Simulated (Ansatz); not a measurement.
The reference is TaN in the rock salt structure (space group Fm-3m, No. 225; a = 4.376 Å; relaxed with 0.1 eV smearing). Axes: x, y, z lie along the cube axes.

Method: PBEsol (Ansatz, a program for electronic structure, PAW, without spin-orbit coupling).

A first run, uniaxial strain ε_yy = −1.22 %, gives secant values C11 ≈ 860 GPa and C12 ≈ 140 GPa from its stress. A second run applies isotropic strain −2.47 %.

Problem. What does linear elasticity predict for the bulk modulus −ΔP/(ΔV/V₀) in the second run, and what does the run give?

Solution. Linear elasticity: (C11 + 2 C12)/3 = 380 GPa. The run gives 440 GPa; any difference comes from nonlinear terms at these strains and numerical noise.

No phonon test of stability was made. The final runs are not spin-polarised. This is not the structure that TaN has at room temperature and ambient pressure.
